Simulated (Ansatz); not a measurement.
# Competing hops of N vacancy in rock-salt ZrN, neutral cell

Defect: N vacancy in rock-salt ZrN, neutral cell. The numbers are results of PBE, PAW (plane waves to 420 eV; Ansatz, a quantum-chemistry and plane-wave program), not measurements.

Cell of 64 host sites held at the relaxed PBE lattice; a 3×3×3 k-point mesh shifted by half a step; Fermi-Dirac width 0.10 eV, spin-restricted; finite-size errors left in. No zero-point or tunnelling terms. Forms of the defect that were not tried may lie lower.

Barriers: single points on a 4×4×4 k-point mesh shifted by half a step at the bands' geometries.

```json
[
 {"Route": "one N atom jumps into the vacancy from a nearby N site", "Start site over the lowest site run (eV)": "0.00", "Hop (Å)": "3.28", "Forward barrier (eV)": "3.30", "Backward barrier (eV)": "3.30", "Neighbours at the start": "2 Zr at 2.28, 2 Zr at 2.29, 2 Zr at 2.31 Å", "Neighbours at the saddle": "2 N at 2.54; 2 Zr at 1.97, Zr at 2.11, Zr at 2.42 Å", "Saddle order": "not checked, on a symmetry element", "Forward, on the band's own sampling (eV)": "3.31"}
]
```

Paths come from CI-NEB runs.  A band can be held on a symmetry element, so unchecked saddle points there may be too high.

The whole set of runs took roughly 22 core-hours.
